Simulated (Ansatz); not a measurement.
Base system: HfO$_{2}$ in the fluorite structure (space group Fm-3m, No. 225; a = 5.0976 Å).

Level of theory: PBE (Ansatz, a program for electronic structure; PAW; 420 eV plane waves; scalar-relativistic without spin-orbit coupling).

For the base:

```
Quantity     Value
--------  --------
Pressure  0.00 GPa
Band gap   3.75 eV
```

The change: an isotropic linear strain of −1.50 %; the atoms relax in the strained cell.

Question: What happens to the pressure?

Answer: The pressure goes from zero to 12.27 GPa.

Question: What happens to the band gap?

Answer: The band gap grows by 0.11 eV to 3.86 eV.

Spin-orbit coupling, missing from the scalar runs, can matter with Hf. Stability against distortions was not tested. This is not the structure that HfO2 has at room temperature and ambient pressure.
